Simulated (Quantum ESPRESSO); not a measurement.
A self-consistent single point of Mg4RuN4 (P-1, 18 atoms in the cell) with Quantum ESPRESSO.

Computed with LDA (PZ), GBRV 1.5 ultrasoft (LDA) pseudopotentials (plane waves; Quantum ESPRESSO).

```yaml
crystal:
  lattice:
    - [5.41934, 0.00000, 0.00000]
    - [1.80779, 5.12968, 0.00000]
    - [0.40520, 2.25011, 7.78536]
  atoms:
    - { symbol: Mg, position: [0.26624, 0.16147, 0.21040] }
    - { symbol: Mg, position: [0.73376, 0.83853, 0.78960] }
    - { symbol: Mg, position: [0.26592, 0.73580, 0.99977] }
    - { symbol: Mg, position: [0.73408, 0.26420, 0.00023] }
    - { symbol: Mg, position: [0.26286, 0.94682, 0.58480] }
    - { symbol: Mg, position: [0.73714, 0.05318, 0.41520] }
    - { symbol: Mg, position: [0.74622, 0.47344, 0.59050] }
    - { symbol: Mg, position: [0.25378, 0.52656, 0.40950] }
    - { symbol: Ru, position: [0.25513, 0.37140, 0.77565] }
    - { symbol: Ru, position: [0.74487, 0.62860, 0.22435] }
    - { symbol: N, position: [0.00992, 0.70523, 0.61449] }
    - { symbol: N, position: [0.99008, 0.29477, 0.38551] }
    - { symbol: N, position: [0.15090, 0.16863, 0.96856] }
    - { symbol: N, position: [0.84910, 0.83137, 0.03144] }
    - { symbol: N, position: [0.49521, 0.60029, 0.79542] }
    - { symbol: N, position: [0.50479, 0.39971, 0.20458] }
    - { symbol: N, position: [0.49008, 0.79844, 0.37896] }
    - { symbol: N, position: [0.50992, 0.20156, 0.62104] }
```

Reference input (self-consistent single point, DFT, LDA (PZ), plane waves, GBRV 1.5 ultrasoft (LDA) pseudopotentials): ecutwfc = 40 Ry; ecutrho = 320 Ry; occupations = smearing; smearing = gaussian; degauss = 0.0147 Ry; potentials = {Mg: mg_lda_v1.4.uspp.F.UPF, Ru: ru_lda_v1.2.uspp.F.UPF, N: n_lda_v1.2.uspp.F.UPF}; K_POINTS = automatic 4 4 3 0 0 0; conv_thr = 1e-10 Ry. This run's input differs from it in these lines:

```diff
@@ -17,3 +17,3 @@
    smearing = 'gaussian',
-   degauss = 0.0147,
+   degauss = 0.0018375,
 /
```

The program printed (abridged):

```
     Self-consistent Calculation

     iteration #  1     ecut=    40.00 Ry     beta= 0.70

     negative rho (up, down):  1.442E-01 0.000E+00

     total energy              =   -1546.48015653 Ry
     estimated scf accuracy    <       8.53948448 Ry

     iteration #  2     ecut=    40.00 Ry     beta= 0.70

     negative rho (up, down):  1.418E-01 0.000E+00

     total energy              =   -1545.63356501 Ry
     estimated scf accuracy    <      38.76792713 Ry

     iteration #  3     ecut=    40.00 Ry     beta= 0.70

     negative rho (up, down):  1.412E-01 0.000E+00

     total energy              =   -1550.31491153 Ry
     estimated scf accuracy    <       4.95298366 Ry

   [... 12 blocks of this kind left out ...]

     iteration # 16     ecut=    40.00 Ry     beta= 0.70

     negative rho (up, down):  1.413E-01 0.000E+00

     total energy              =   -1551.20589684 Ry
     estimated scf accuracy    <          1.1E-10 Ry

     iteration # 17     ecut=    40.00 Ry     beta= 0.70

     negative rho (up, down):  1.413E-01 0.000E+00
     End of self-consistent calculation

     the Fermi energy is     9.8076 ev

!    total energy              =   -1551.20589684 Ry
     estimated scf accuracy    <          6.8E-12 Ry
     smearing contrib. (-TS)   =      -0.00006479 Ry
     internal energy E=F+TS    =   -1551.20583205 Ry

     convergence has been achieved in  17 iterations

     negative rho (up, down):  1.413E-01 0.000E+00

     Forces acting on atoms (cartesian axes, Ry/au):

     atom    1 type  1   force =     0.00207609    0.00122858    0.00201634
     atom    2 type  1   force =    -0.00207609   -0.00122858   -0.00201634
     atom    3 type  1   force =     0.00055413   -0.00112805   -0.00008142
     atom    4 type  1   force =    -0.00055413    0.00112805    0.00008142
     atom    5 type  1   force =     0.00078539   -0.00325918   -0.00187810
   [... lines left out ...]
     Total force =     0.063304     Total SCF correction =     0.000005
   [... lines left out ...]

     negative rho (up, down):  1.413E-01 0.000E+00
          total   stress  (Ry/bohr**3)                   (kbar)     P=      -88.05
  -0.00057932  -0.00000561   0.00005935          -85.22       -0.83        8.73
  -0.00000561  -0.00057639   0.00004501           -0.83      -84.79        6.62
   0.00005935   0.00004501  -0.00063999            8.73        6.62      -94.15

   JOB DONE.
```

The run converged in 17 iterations. Against the reference run the free energy rises by 1.5 meV/atom, the pressure hardly changes (-8.73 to -8.81 GPa) and the largest force moves little (0.804 to 0.812 eV/Å).

The starting cell comes from a database of computed structures (which also holds hypothetical and non-ambient phases and stackings), without a prior relaxation at this level. Spin polarisation is off. With a pressure of about -9 GPa the cell is away from its equilibrium volume at this level.

Cost on one core of a shared machine: roughly 10 min.
